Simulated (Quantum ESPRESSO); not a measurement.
Band structure of Nb₃Sn (Pm-3n, 8 atoms in the cell).

```
CELL_PARAMETERS angstrom
      5.30166     0.00000     0.00000
      0.00000     5.30166     0.00000
      0.00000     0.00000     5.30166
ATOMIC_POSITIONS crystal
  Nb 0.25000 0.00000 0.50000
  Nb 0.75000 0.00000 0.50000
  Nb 0.50000 0.75000 0.00000
  Nb 0.50000 0.25000 0.00000
  Nb 0.00000 0.50000 0.75000
  Nb 0.00000 0.50000 0.25000
  Sn 0.00000 0.00000 0.00000
  Sn 0.50000 0.50000 0.50000
```

Method of the run: PBE, GBRV 1.5 ultrasoft (PBE) pseudopotentials (plane waves; Quantum ESPRESSO).

Settings: ecutwfc = 40 Ry; ecutrho = 320 Ry; occupations = smearing; smearing = methfessel-paxton; degauss = 0.0073499 Ry; potentials = {Nb: nb_pbe_v1.uspp.F.UPF, Sn: sn_pbe_v1.4.uspp.F.UPF}; K_POINTS = automatic 4 4 4 0 0 0; nbnd = 65; conv_thr = 1e-10 Ry; mixing_beta = 0.4.

The starting cell comes from a database of computed structures (which also holds hypothetical and non-ambient phases and stackings), without a prior relaxation at this level. Its lattice was rescaled by a random factor within 2.5 % of one. Spin polarisation is off.

Levels in eV from the Fermi level, bands 51 to 58:
```json
[
 {"point": "Γ", "51": "-0.57", "52": "-0.57", "53": "-0.10", "54": "-0.10", "55": "2.33", "56": "2.33", "57": "2.33", "58": "2.38"},
 {"point": "X", "51": "-0.85", "52": "-0.85", "53": "-0.42", "54": "-0.42", "55": "1.45", "56": "1.45", "57": "2.13", "58": "2.13"},
 {"point": "M", "51": "0.14", "52": "0.15", "53": "0.15", "54": "0.55", "55": "0.57", "56": "0.57", "57": "0.73", "58": "0.87"},
 {"point": "R", "51": "-0.01", "52": "-0.01", "53": "0.07", "54": "0.07", "55": "0.07", "56": "0.07", "57": "0.07", "58": "0.07"}
]
```

Bands cross the Fermi level along this path, so the cell is metallic at this level.
